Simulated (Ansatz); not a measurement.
Levels about the gap of amorphous In$_{24}$O$_{38}$Ge (63 atoms in a cell of 894 Å³, 6.39 g/cm³; zone centre alone, so wide bands show as single levels with stretches between that a denser mesh fills), at the geometry that PBE relaxed, where it gives -0.9 GPa on a denser mesh. The participation number counts the atoms over which a state spreads; weights are charges in smoothed Voronoi cells. The levels come from a single point, so bond lengths are those of that geometry. Method of the levels: PBE, scalar-relativistic without spin-orbit coupling (Ansatz, an electronic-structure program). Sampling: the zone centre alone; Fermi-Dirac width 0.02 eV; no spin polarisation.

A CHGNet melt-quench gave the starting glass, which DFT then relaxed. O atoms were pushed apart under 1.9 Å during the dynamics, to hinder bonds among them. The hot cell started wider than the set density and was brought back towards it in steps. It is the lowest in DFT energy of 2 quenches. It is a model cell: composition and starting density were chosen by hand, and all elements were melted together. No dispersion term was used. Its density started from a set value of 6.39 and ended at 6.39 g/cm³. The quench (nominally 280 K/ps over its main leg) was far faster than any real one, so the model tends to hold more defects than a real film. A cell of this size samples the disorder only roughly. The volume was held where the preparation left it and the shape relaxed, at a PBE pressure of -0.9 GPa (tension). Stress components on the final sampling reach 1.0 GPa.

```json
[
 {"E - E(highest filled), eV": "-0.25", "filling": "filled", "participation number": "12.2", "largest on": "O, 3 neighbours", "weight O": "0.94", "weight In": "0.06", "weight Ge": "0.00"},
 {"E - E(highest filled), eV": "-0.22", "filling": "filled", "participation number": "14.5", "largest on": "O, 3 neighbours", "weight O": "0.95", "weight In": "0.05", "weight Ge": "0.00"},
 {"E - E(highest filled), eV": "-0.18", "filling": "filled", "participation number": "11.2", "largest on": "O, 3 neighbours", "weight O": "0.94", "weight In": "0.06", "weight Ge": "0.00"},
 {"E - E(highest filled), eV": "-0.13", "filling": "filled", "participation number": "9.7", "largest on": "O, 3 neighbours", "weight O": "0.94", "weight In": "0.05", "weight Ge": "0.00"},
 {"E - E(highest filled), eV": "-0.11", "filling": "filled", "participation number": "14.5", "largest on": "O, 3 neighbours", "weight O": "0.95", "weight In": "0.05", "weight Ge": "0.00"},
 {"E - E(highest filled), eV": "-0.02", "filling": "filled", "participation number": "11.7", "largest on": "O, 3 neighbours", "weight O": "0.94", "weight In": "0.06", "weight Ge": "0.00"},
 {"E - E(highest filled), eV": "0.00", "filling": "filled", "participation number": "13.0", "largest on": "O, 4 neighbours", "weight O": "0.95", "weight In": "0.05", "weight Ge": "0.00"},
 {"E - E(highest filled), eV": "0.48", "filling": "empty", "participation number": "59.9", "largest on": "In, 5 neighbours", "weight O": "0.55", "weight In": "0.44", "weight Ge": "0.01"},
 {"E - E(highest filled), eV": "3.34", "filling": "empty", "participation number": "29.8", "largest on": "In, 5 neighbours", "weight O": "0.61", "weight In": "0.39", "weight Ge": "0.00"},
 {"E - E(highest filled), eV": "3.44", "filling": "empty", "participation number": "35.7", "largest on": "In, 5 neighbours", "weight O": "0.60", "weight In": "0.39", "weight Ge": "0.01"},
 {"E - E(highest filled), eV": "3.60", "filling": "empty", "participation number": "42.1", "largest on": "In, 5 neighbours", "weight O": "0.63", "weight In": "0.37", "weight Ge": "0.00"},
 {"E - E(highest filled), eV": "3.69", "filling": "empty", "participation number": "41.9", "largest on": "In, 6 neighbours", "weight O": "0.60", "weight In": "0.39", "weight Ge": "0.01"},
 {"E - E(highest filled), eV": "3.84", "filling": "empty", "participation number": "41.9", "largest on": "In, 6 neighbours", "weight O": "0.61", "weight In": "0.38", "weight Ge": "0.00"},
 {"E - E(highest filled), eV": "3.95", "filling": "empty", "participation number": "40.5", "largest on": "In, 5 neighbours", "weight O": "0.63", "weight In": "0.35", "weight Ge": "0.02"}
]
```

Most localised among these is the filled level at -0.13 eV, on a O atom, which has 3 neighbours (In 2.08 Å, In 2.16 Å, In 2.21 Å).
